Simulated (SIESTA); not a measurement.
SIESTA run on Ni3Al (Pm-3m, 4 atoms in the cell): self-consistent single point.

Method: LDA PW92, numerical atomic orbitals TZP, PseudoDojo LDA standard norm-conserving potentials (rewritten from UPF to PSML) in SIESTA 5.4.2.

```yaml
crystal:
  lattice:
    - [3.57000, 0.00000, 0.00000]
    - [0.00000, 3.57000, 0.00000]
    - [0.00000, 0.00000, 3.57000]
  atoms:
    - { symbol: Al, position: [0.00000, 0.00000, 0.00000] }
    - { symbol: Ni, position: [0.00000, 0.50000, 0.50000], spin: 0.5 }
    - { symbol: Ni, position: [0.50000, 0.00000, 0.50000], spin: 0.5 }
    - { symbol: Ni, position: [0.50000, 0.50000, 0.00000], spin: 0.5 }
```
(The spins are starting values, not results.)

Reference input (self-consistent single point, DFT, GGA PBE, numerical atomic orbitals TZP, PseudoDojo PBE standard norm-conserving potentials (rewritten from UPF to PSML)): XC.functional = GGA; XC.authors = PBE; potentials = PseudoDojo PBE standard; PAO.BasisSize = TZP; PAO.EnergyShift = 0.01 Ry; MeshCutoff = 400 Ry; kgrid.MonkhorstPack = 7 7 7; OccupationFunction = MP; OccupationMPOrder = 0; ElectronicTemperature = 136 meV; Spin = polarized; DM.InitSpin = [1 +0.00, 2 +0.50, 3 +0.50, 4 +0.50]. This run's input differs from it in these lines:

```diff
@@ -1,2 +1,2 @@
-# files in the folder: Al.psml Ni.psml (PseudoDojo PBE standard)
+# files in the folder: Al.psml Ni.psml (PseudoDojo LDA standard)
 SystemName  Ni3Al
@@ -24,4 +24,4 @@
 
-XC.functional                GGA
-XC.authors                   PBE
+XC.functional                LDA
+XC.authors                   PW92
 PAO.BasisSize                TZP
```

Log, with long lists cut:

```
        iscf     Eharris(eV)        E_KS(eV)     FreeEng(eV)     dDmax    Ef(eV) dHmax(eV)
   scf:    1   -13660.949127   -13722.713472   -13722.738361  1.005339 -2.025843 20.710961
     spin moment: {S} , |S| = {        0.0        0.0    0.78538 }     0.78538
   scf:    2   -13757.151697   -13742.373786   -13742.403043  0.184970 -3.485990 11.153113
     spin moment: {S} , |S| = {        0.0        0.0    0.88914 }     0.88914
   scf:    3   -13750.528045   -13749.959491   -13749.990315  0.170414 -4.961737  0.869156
     spin moment: {S} , |S| = {        0.0        0.0    0.79358 }     0.79358
   [... lines left out ...]
     spin moment: {S} , |S| = {        0.0        0.0    0.59063 }     0.59063
   scf:   18   -13750.074598   -13750.074585   -13750.114329  0.000027 -4.927496  0.000218
     spin moment: {S} , |S| = {        0.0        0.0    0.59102 }     0.59102
   scf:   19   -13750.074478   -13750.074531   -13750.114329  0.000058 -4.927636  0.000084
     spin moment: {S} , |S| = {        0.0        0.0    0.58967 }     0.58967
   scf:   20   -13750.074532   -13750.074532   -13750.114329  0.000003 -4.927633  0.000040
     spin moment: {S} , |S| = {        0.0        0.0    0.58970 }     0.58970
SCF Convergence by DM+H criterion
max |DM_out - DM_in|         :     0.0000028267
max |H_out - H_in|      (eV) :     0.0000404890
SCF cycle converged after 20 iterations

Using DM_out to compute the final energy and forces

siesta: E_KS(eV) =           -13750.0745

siesta: E_KS - E_eggbox =    -13750.0745

siesta: Atomic forces (eV/Ang):
     1   -0.000000    0.000000    0.000000
     2   -0.000000   -0.000000   -0.000000
     3   -0.000000   -0.000000   -0.000000
     4   -0.000000    0.000000    0.000000
   Tot   -0.000000   -0.000000    0.000000
   Max    0.000000
   Res    0.000000    sqrt( Sum f_i^2 / 3N )
   Max    0.000000    constrained

Stress tensor Voigt[x,y,z,yz,xz,xy] (kbar):      165.21      165.21      165.21        0.00       -0.00        0.00
(Free)E + p*V (eV/cell)   -13754.8060
   [... lines left out ...]
siesta: FreeEng =    -13750.114329
siesta: Cell volume =         45.499293 Ang**3
siesta:        -165.20800538       -165.20800538  kBar
   [... lines left out ...]

             -0.094  -0.074  -0.094  -0.081   0.069   0.083   0.063   0.083

              0.039

mulliken: Qtot =       28.205

Mulliken Atomic Populations:
Atom #   charge [q] valence [e]      Sz [e]  Species
     1    -1.217402    4.217402   -0.045998  Al
     2     0.405801   17.594199    0.211898  Ni
     3     0.405801   17.594199    0.211898  Ni
     4     0.405801   17.594199    0.211898  Ni
 Total     0.000000                0.589696
```

The run converged in 20 iterations. Against the reference run the pressure goes from -1.93 to -16.52 GPa and the size of the net moment goes from 0.19 to 0.15 μB/atom.

The starting cell has typed, rounded lattice constants, without a prior relaxation at this level. The magnetic order is the one reached from the typed start; others were not searched systematically. Values carry the incompleteness of an atom-centred basis. With a pressure of about -17 GPa the cell is away from its equilibrium volume at this level.

Cost on one core of a shared machine: roughly 3 min.
